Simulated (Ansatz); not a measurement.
Given:

```
CELL_PARAMETERS angstrom
      4.40986     0.00000     0.00000
      0.00000     4.40986     0.00000
      2.20493    -2.20493     3.18240
ATOMIC_POSITIONS crystal
  Ba 0.00000 0.00000 0.00000
  S  0.50000 0.50000 0.00000
```

No spin polarisation.

Computed with PBEsol (Ansatz, an electronic-structure program, PAW, no spin-orbit coupling). k-mesh 9×9×9 (Γ-centred); smearing 0.05 eV (Fermi–Dirac).

Problem. What gap character does the calculation give?

Solution. Indirect, Γ → X.

Problem. Predict the mean in-plane stress (compression positive).

Solution. +1.9 GPa.

Problem. Predict the band gap.

Solution. 1.96 eV.

Problem. Predict the valence-band top at Γ (three highest levels, from the VBM).

Solution. 0.00, 0.00, -0.07 eV.

The cells carry an imposed strain or load. Stability against distortions was not tested. The cell was made from BaS in the rock salt structure (space group Fm-3m, No. 225) by this change: biaxial strain −1.50 %, plane normal [001], relaxed out of plane.
